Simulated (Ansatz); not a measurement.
## PbTe: pressure 30 GPa

Start from PbTe in the rock salt structure (space group Fm-3m, No. 225; a = 6.442 Å).

Modification: cell and atoms relaxed at a pressure of 30 GPa.

All numbers come from plane-wave PAW DFT at the PBEsol level (Ansatz, an electronic-structure program, 420 eV), no spin-orbit coupling. Γ-centred 9×9×9 mesh, Fermi–Dirac width 0.05 eV.

The density goes up by 3.17 g/cm³ (8.32 g/cm³ → 11.49 g/cm³) and the lattice parameter a shrinks by 0.657 Å, from 6.442 Å to 5.785 Å. The enthalpy H = E + PV relative to the base's energy is +5.17 eV/atom and the band gap shrinks by 0.523 eV to 0.12 eV (uncertain: the Fermi level lies in a band; the changed cell).

With Pb and Te present, leaving out spin-orbit coupling can change the band edges. Load acts through the strain it causes; cell and atoms are relaxed under it. No phonon test of stability was made. No other phases were tried under pressure. The zero or small gap of PbTe under pressure 30 GPa can change with the level of theory.
